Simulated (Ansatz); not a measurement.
# Ga2O3 under a change: biaxial strain −1.50 %, plane normal [001], relaxed out of plane

Consider Ga₂O₃ in the corundum structure (space group R-3c, No. 167; a = 5.000 Å, c = 13.449 Å (hexagonal axes)). Axes: x lies along a and z along c of the hexagonal cell.

One thing is altered: compressive biaxial strain of 1.50 % in the plane normal to [001], as in epitaxy on a mismatched substrate; the out-of-plane cell vector and the atoms relax.

Method: PBEsol (Ansatz, a program for electronic structure), scalar-relativistic without spin-orbit coupling. k-mesh 8×8×8 (Γ-centred); smearing 0.05 eV (Fermi–Dirac).

| quantity | base | changed | shift |
|---|---|---|---|
| volume per atom | 9.71 Å³ | 9.53 Å³ | -0.18 Å³ |
| space group | R-3c (No. 167) | R-3c (No. 167) | – |
| shortest interatomic distance | 1.931 Å | 1.916 Å | -0.015 Å |
| energy relative to the base (free energy F) | 0 meV/atom | +6.5 meV/atom | +6.5 meV/atom |
| pressure (mean of the normal stresses, compression positive) | 0.0 kbar | 48.1 kbar | +48.1 kbar |
| band gap | 2.70 eV | 2.91 eV | +0.21 eV |
| gap character | indirect, Γ–S₀ (50 % along) → Γ | indirect, Γ–S₀ (50 % along) → Γ | – |
| smallest direct gap | 2.95 eV | 3.14 eV | +0.19 eV |
| electron mass | 0.22 mₑ (at Γ) | 0.23 mₑ (at Γ) | – |
| out-of-plane strain | – | +1.16 % | – |
| ratio −ε⊥/ε∥ | – | 0.77 | – |
| mean in-plane stress (compression positive) | – | +7.2 GPa | – |

Final structure (turned so that z lies along the plane normal):

```
Ga2O3
1.0
    4.92534     0.00000     0.00000
    2.46267     4.26547     0.00000
    2.46267    -1.42182     4.53503
Ga O
4 6
Direct
  0.70930   0.64535   0.93605
  0.70930   0.14535   0.43605
  0.29070   0.35465   0.06395
  0.29070   0.85465   0.56395
  0.50000   0.44670   0.25000
  0.80330   0.75000   0.25000
  0.50000   0.55330   0.75000
  0.80330   0.94670   0.75000
  0.19670   0.25000   0.75000
  0.19670   0.05330   0.25000
```

Effective masses come from finite differences of ±0.01 Å⁻¹. No phonon test of stability was made.
